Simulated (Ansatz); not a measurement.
System: C11b WSi2. Method: r²SCAN (Ansatz, an electronic-structure program, PAW).

Numerical settings: plane-wave cutoff 560 eV, 24×24×24 k mesh, Fermi–Dirac smearing 0.05 eV, no spin polarisation, scalar-relativistic PAW data made under PBE.

Cell (relaxed at this level):

```xyz
3
Lattice="-1.6057 1.6057 3.9021 1.6057 -1.6057 3.9021 1.6057 1.6057 -3.9021" Properties=species:S:1:pos:R:3 pbc="T T T"
Si     0.0000     0.0000     5.1910
Si     0.0000     0.0000     2.6132
W      0.0000     0.0000     0.0000
```

Problem. Predict the bulk modulus B0 and pressure derivative B′ of the bulk modulus.

Solution. 
- bulk modulus B0: 232 GPa
- pressure derivative B′ of the bulk modulus: 4.4

The run finds no gap.

Note: the bulk modulus comes from volumes at which shape and atoms were relaxed.

Spin–orbit coupling is not included.

Computed values are for the static lattice.

Cost on a shared machine: roughly 21 core-minutes.
